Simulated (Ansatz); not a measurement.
**Y2Hf2O7 (C2/m, No. 12, 11 atoms in the cell; start mp-1101177)**

Level of theory: PBE0 (Ansatz, an electronic-structure program, plane waves, PAW).

Numerical settings: plane-wave cutoff 460 eV, 4×4×4 k mesh, Fermi–Dirac smearing 0.01 eV, scalar-relativistic PAW data made under PBE.

Cell (relaxed with PBEsol):

```xyz
11
Lattice="3.4288 -4.7103 0.0094 3.4288 4.7103 0.0094 -0.9594 0.0000 5.4326" Properties=species:S:1:pos:R:3 pbc="T T T"
Y      3.4288     1.8013     0.0094
Y      3.4288    -1.8013     0.0094
Hf     4.5149     0.0000     3.2769
Hf     1.3832     0.0000     2.1744
O      4.4986     1.6330     4.3605
O      1.3995    -1.6330     1.0908
O      1.3995     1.6330     1.0908
O      4.4986    -1.6330     4.3605
O      3.5688     0.0000     1.4767
O      2.3293     0.0000     3.9746
O     -0.4797     0.0000     2.7163
```

band gap: 6.67 eV (on the SCF k mesh)
smallest direct gap on the k points sampled: 6.84 eV

Note: cell and atoms aren't relaxed at this level (pressure 1.5 GPa).

Spin–orbit coupling is not included.

Computing time: about 9 core-minutes (a rough figure).

A start named mp-… is a Materials Project structure, which need not be a measured phase.
